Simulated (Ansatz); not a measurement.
The starting structures come from a database of crystals and need not be the phases stable at ambient conditions.

Inside the gap of an insulator the Bloch states are evanescent, with a wavenumber k + iκ along the transport direction.

Given:

```
GaRb3O3
1.0
    6.80545     0.00000     0.00000
   -0.87484     6.76962     0.00000
    0.87484     2.93637     6.09962
Rb Ga O
6 2 6
Direct
  0.34630   0.62875   0.37125
  0.65370   0.37125   0.62875
  0.50000   0.80607   0.80607
  0.50000   0.19393   0.19393
  0.00000   0.73801   0.73801
  0.00000   0.26199   0.26199
  0.14861   0.16486   0.83514
  0.85139   0.83514   0.16486
  0.85596   0.09697   0.90303
  0.14404   0.90303   0.09697
  0.26615   0.15207   0.58323
  0.73385   0.84793   0.41677
  0.73385   0.58323   0.15207
  0.26615   0.41677   0.84793
```

Space group of this cell: C2/m. The cell is taken as given; by PBEsol its mean pressure is -0.6 GPa.

Transport runs along the normal of the first two printed cell vectors.

The gap is the functional's own. No spin-orbit coupling. Mid-gap values are interpolated on the energy grid.

**Question.** Estimate the band gap and the smallest decay constant κ at mid-gap that PBEsol in Ansatz (a first-principles code) returns for this system.

**Answer.** Gap 2.51 eV on a 6×6×6 mesh; κ = 0.276 1/Å, at the zone centre.
